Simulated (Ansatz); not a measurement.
The parent structure is KTaO3 in the cubic perovskite structure (space group Pm-3m, No. 221; a = 4.0232 Å).

Now apply this change: a hydrostatic pressure of 30 GPa.

Levels (all Ansatz, an electronic-structure program, PAW, earlier PAW set): PBE (420 eV, scalar-relativistic without spin-orbit coupling); r2SCAN (500 eV, without spin-orbit coupling); HSE06 (420 eV, spin-orbit coupling left out); PBE+SOC (420 eV, with spin-orbit coupling).

At the geometry relaxed with PBE, these levels gave the following band gaps, in shuffled order: (a) 3.85 eV, (b) 2.44 eV, (c) 2.88 eV, (d) 2.31 eV.

Question: Match each gap to its level.

Answer: (a) HSE06; (b) PBE; (c) r2SCAN; (d) PBE+SOC.

Single points use the geometry relaxed with PBE. HSE06 gaps are upper bounds (no full band path). The spin-orbit shifts are approximate. With Ta present, leaving out spin-orbit coupling can change the band edges. Load acts through the strain it causes; cell and atoms are relaxed under it. Stability against distortions was not tested. No other phases were tried under pressure.
